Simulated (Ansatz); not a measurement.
Ansatz (a quantum-chemistry and plane-wave program) run on Y₂Ni₂Sn (Immm, 5 atoms in the cell): self-consistent single point.

Computed with PBEsol, PAW files made with PBE (plane waves; Ansatz).

The change in words: lattice scaled by 0.98. Reference geometry:
```
CELL_PARAMETERS angstrom
     -2.13574     2.79784     4.14642
      2.13574    -2.79784     4.14642
      2.13574     2.79784    -4.14642
ATOMIC_POSITIONS crystal
  Y  0.70322 0.20322 0.50000
  Y  0.29678 0.79678 0.50000
  Ni 0.71180 0.50000 0.21180
  Ni 0.28820 0.50000 0.78820
  Sn 0.00000 0.00000 0.00000
```

Reference input (self-consistent single point, DFT, PBEsol, plane waves, PAW files made with PBE): basis.ecutwfc = 30.9 Ry; kpoints.mp_grid.grid = 5 5 5; hamiltonian.xc = pbesol; hamiltonian.pseudopotentials = {kind: paw} (the program's default PAW files); scf.occupations.method = fermi_dirac; scf.occupations.width = 0.01 Ry. This run's input differs from it in these lines:

```diff
@@ -2,10 +2,10 @@
   lattice:
-    - [-2.135740, 2.797835, 4.146420]
-    - [2.135740, -2.797835, 4.146420]
-    - [2.135740, 2.797835, -4.146420]
+    - [-2.093025, 2.741878, 4.063492]
+    - [2.093025, -2.741878, 4.063492]
+    - [2.093025, 2.741878, -4.063492]
   atoms:
-    - { symbol: Y, position_ang: [0.000000, 2.797835, 1.685271] }
-    - { symbol: Y, position_ang: [2.135740, -0.000000, 2.461149] }
-    - { symbol: Ni, position_ang: [-0.000000, 1.185163, 4.146420] }
-    - { symbol: Ni, position_ang: [2.135740, 1.612672, 0.000000] }
+    - { symbol: Y, position_ang: [0.000000, 2.741878, 1.651566] }
+    - { symbol: Y, position_ang: [2.093025, 0.000000, 2.411926] }
+    - { symbol: Ni, position_ang: [0.000000, 1.161460, 4.063492] }
+    - { symbol: Ni, position_ang: [2.093025, 1.580418, 0.000000] }
     - { symbol: Sn, position_ang: [0.000000, 0.000000, 0.000000] }
```

Output, abridged:

```
SCF iter   1: F=—  HF=-25154.141415 eV  |F-HF|=—  |Δ(HF+E_count)|=         —  Δρ=3.68e-2  dr2=2.74e0  ethr=3.10e-3  ⟨swp⟩=6.1  Hψ=4588  notcnv=0
all-band conjugate gradients solve this SCF's bands
preconditioner: auto → Kerker (q_TF=auto, 2.613 Å⁻¹)
SCF iter   2: F=—  HF=-25153.533809 eV  |F-HF|=—  |Δ(HF+E_count)|=   6.08e-1  Δρ=2.27e-2  dr2=1.26e0  ethr=3.10e-3  ⟨swp⟩=2.1  Hψ=2204  notcnv=0
   [... lines left out ...]
SCF iter   6: F=—  HF=-25153.176254 eV  |F-HF|=—  |Δ(HF+E_count)|=   2.06e-5  Δρ=6.88e-4  dr2=3.66e-4  ethr=3.30e-6  ⟨swp⟩=2.0  Hψ=1442  notcnv=0
SCF iter   7: F=—  HF=-25153.176093 eV  |F-HF|=—  |Δ(HF+E_count)|=   1.61e-4  Δρ=2.63e-4  dr2=6.06e-5  ethr=5.08e-7  ⟨swp⟩=2.0  Hψ=1617  notcnv=0
SCF iter   8: F=—  HF=-25153.176099 eV  |F-HF|=—  |Δ(HF+E_count)|=   5.98e-6  Δρ=3.27e-5  dr2=1.03e-6  ethr=8.42e-8  ⟨swp⟩=2.0  Hψ=1555  notcnv=0
SCF iter   9: F=-25153.176099 eV  HF=-25153.176099 eV  |F-HF|=2.22e-8  |Δ(HF+E_count)|=   1.18e-7  Δρ=7.24e-6  dr2=4.92e-8  ethr=1.39e-10  ⟨swp⟩=4.0  Hψ=5340  notcnv=0
SCF 1 converged in 9 iterations: F = -25153.176099 eV  dr2 = 4.92e-8
Free energy (F): -25153.176099 eV
Internal energy: -25152.964134 eV  (E = F + TS)
E sigma→0 (E₀):  -25153.070116 eV
Entropy (-TS):   -0.211965 eV (-42.393 meV/atom)
Fermi energy:    14.289582 eV
--- Forces (eV/Å), atoms counted from 1 ---
  atom   1  Y      0.00000000     0.00000000     0.04137803
  atom   2  Y      0.00000000     0.00000000    -0.04137803
  atom   3  Ni     0.00000000     0.12400118     0.00000000
  atom   4  Ni     0.00000000    -0.12400118     0.00000000
  atom   5  Sn     0.00000000     0.00000000    -0.00000000
--- Stress (GPa, compression-positive) ---
        2.999877       0.000000       0.000000
        0.000000       4.192440       0.000000
        0.000000       0.000000       3.680488
  P = ⅓ Tr σ = 3.6243 GPa (36.243 kbar)
  The stress holds the Pulay correction. Without it, at fixed plane waves, as pw.x and ABINIT print it: P = 3.6044 GPa
```

The run converged in 9 iterations. Against the reference run the free energy rises by 2.5 meV/atom, the pressure goes from -2.61 to 3.62 GPa and the largest force goes from 0.013 to 0.124 eV/Å.

The starting cell comes from a database of computed structures (which also holds hypothetical and non-ambient phases and stackings), without a prior relaxation at this level. For this run, on top of that: lattice scaled by 0.98. Spin polarisation is off. With a pressure of about 4 GPa the cell is away from its equilibrium volume at this level. Ansatz's pressure includes its estimate of the finite-basis (Pulay) stress.

Keys are those of Ansatz 0.2.
